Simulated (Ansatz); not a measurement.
We consider CsCl-type TiCo, described by PBE in Ansatz (plane waves, PAW).

Run with plane-wave cutoff 520 eV, 16×16×16 k mesh, Fermi–Dirac smearing 0.1 eV, perturbation theory, no spin polarisation, scalar-relativistic PAW data made under PBE.

Computed at the level's own relaxed cell.

```
CELL_PARAMETERS angstrom
      2.97187     0.00000     0.00000
      0.00000     2.97187     0.00000
      0.00000     0.00000     2.97187
ATOMIC_POSITIONS crystal
  Ti 0.00000 0.00000 0.00000
  Co 0.50000 0.50000 0.50000
```

Harmonic phonon frequencies (cm⁻¹; i marks an imaginary mode):

| q point | frequencies |
|---|---|
| Γ | 0 0 0 215 215 215 |
| X | … |
| M | 103 103 115 161 271 271 |

### Question
Fill in the missing entries.

### Answer

- X, frequencies: 130 130 154 154 173 314

No imaginary mode appears at these points.

Ansatz is a program for electronic structure.
